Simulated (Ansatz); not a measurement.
**MoP (space group P-6m2, No. 187)**

```
CELL_PARAMETERS angstrom
      3.20627     0.00000     0.00000
     -1.60314     2.77671     0.00000
      0.00000     0.00000     3.17380
ATOMIC_POSITIONS crystal
  Mo 0.00000 0.00000 0.00000
  P  0.66667 0.33333 0.50000
```

Level of theory: PBEsol, PAW, 420 eV (Ansatz, an electronic-structure program; spin-orbit coupling left out). k-mesh 17×17×15 (Γ-centred); smearing 0.05 eV (Fermi–Dirac).

| Item | Value |
|---|---|
| Volume per atom | 14.13 Å³ |
| Density | 7.46 g/cm³ |
| Band gap | zero |
| Total energy | -2819.519 eV/atom (σ→0; compares only within this code and set-up) |

Stability against distortions was not tested. All final runs are without spin polarisation. An odd electron count without spin: MoP.
